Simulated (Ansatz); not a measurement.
Abridged Ansatz (a first-principles code) output:

```
Pseudopotential: Al, paw, valence charge 3
Pseudopotential: In, paw, valence charge 13
Pseudopotential: Sc, paw, valence charge 11
Crystal: 8 atoms, lattice volume = 143.289 Å³
Basis set: ecut = 500 eV, 3663 PW (Γ), exchange–correlation on 128×128×256 points (64 copies of the dense FFT grid, shifted against one another)
Bands: 33, of which v1, the nominal top of the filled ones, is band 25 counted from 1 (24 counted from 0)
Symmetry: 8 space group operations
k-points: 144 of 726
Functional: x = r2scan, c = r2scan; τ floored in thin density (d = 2e-4 eV/Å³)
SCF iter   1: F=—  HF=-12598.485948 eV  |F-HF|=—  |Δ(HF+E_count)|=         —  Δρ=6.98e-3  dr2=6.85e-2  dr2_τ=4.30e-2  ethr=1.77e-3  ⟨swp⟩=7.4  Hψ=22921  notcnv=0  defer=8
SCF iter   2: F=—  HF=-12598.615508 eV  |F-HF|=—  |Δ(HF+E_count)|=   1.30e-1  Δρ=3.40e-3  dr2=2.00e-2  dr2_τ=4.15e-4  ethr=1.37e-4  ⟨swp⟩=2.6  Hψ=10372  notcnv=0  defer=153
SCF 1 converged in 10 iterations: F = -12598.612259 eV  dr2 = 2.33e-11
SCF converged after 10 iterations
Free energy (F): -12598.612259 eV
Internal energy: -12598.591127 eV  (E = F + TS)
E sigma→0 (E₀):  -12598.601693 eV
Entropy (-TS):   -0.021132 eV (-2.641 meV/atom)
Fermi energy:    9.995539 eV
--- Forces (eV/Å), atoms counted from 1 ---
  atom   1  Al    -0.00000000     0.00000000     0.00000000
  atom   2  Al     0.00000000     0.00000000     0.00000000
  atom   3  Al     0.00000000     0.00000000     0.00034629
  atom   4  Al     0.00000000     0.00000000    -0.00034629
  atom   5  In     0.00000000     0.00000000     0.00000000
  atom   6  Al     0.00000000     0.00000000     0.00000000
  atom   7  Sc     0.00000000     0.00000000     0.00014781
  atom   8  Sc     0.00000000     0.00000000    -0.00014781
--- Stress (GPa, compression-positive) ---
       -0.000265       0.000000       0.000000
        0.000000      -0.004220       0.000000
        0.000000       0.000000      -0.001335
  P = ⅓ Tr σ = -0.0019 GPa (-0.019 kbar)
```

Question: What was computed, and what are the main results?

Answer: Sc2Al5In, 8 atoms in the cell, with Ansatz r2SCAN, without spin-orbit coupling. The last SCF converged to F = -12598.612259 eV, or -1574.8265 eV per atom, at a pressure of 0.00 GPa. The total energy compares only with runs of the same code, potentials and settings.

These are small ordered cells, not random alloys; other orderings at the same x differ. Whether these cells are dynamically stable was not tested. The final runs are not spin-polarised. The cell was made from ScAl3 by this change: x(In) = 0.167, 8 atoms, Pmmm.
